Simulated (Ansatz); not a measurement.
# Cu on the 1x1 (111) surface of fcc Ni, ferromagnetic, one in a 2x2 cell, started at the site 'bridge Ni-Ni (span 2.5 Å)'

Calculation: PBE (plane waves to 420 eV, PAW; Ansatz, a quantum-chemistry and plane-wave program).

Slab: 17 atoms, 6.0 Å thick at the start under the adsorbate (thin: gaps and levels are the slab's own); k 7x7x1, smearing 0.1 eV, dipole-corrected; 8 atoms held, the rest relaxed; symmetry of the start imposed; spin-polarised, no spin-orbit, no U, no dispersion correction. At the end it is bonded to 3 Ni. In PBE it is, or lies within 0.03 eV of, the lowest of the starts that converged.

```json
{
  "adsorption energy against an atom of fcc Cu": "0.68 eV",
  "work_function_of_the_top_face": "3.81 eV",
  "change_of_the_work_function": "-1.27 eV",
  "change_of_the_step_from_the_bottom_to_the_top_vacuum_level_against_the_clean_slab": "-1.27 eV",
  "energy_released_by_relaxation": "0.52 eV",
  "height of the binding atom over the mean of the host atoms within 0.3 Å of the top one": "185.7 pm",
  "magnetic_moment_of_the_cell": "10.37 μB",
  "nearest_host_atoms_of_the_binding_atom": "Ni at 2.37 Å, Ni at 2.37 Å, Ni at 2.38 Å",
  "largest_move_of_a_host_atom": "0.06 Å",
  "note": "in the relaxation the adsorbate left its starting site by 0.7 Å",
  "cost": "around 40 core-minutes (rough)"
}
```

A negative adsorption energy means that the adsorbate is more stable on the surface than in its reference.
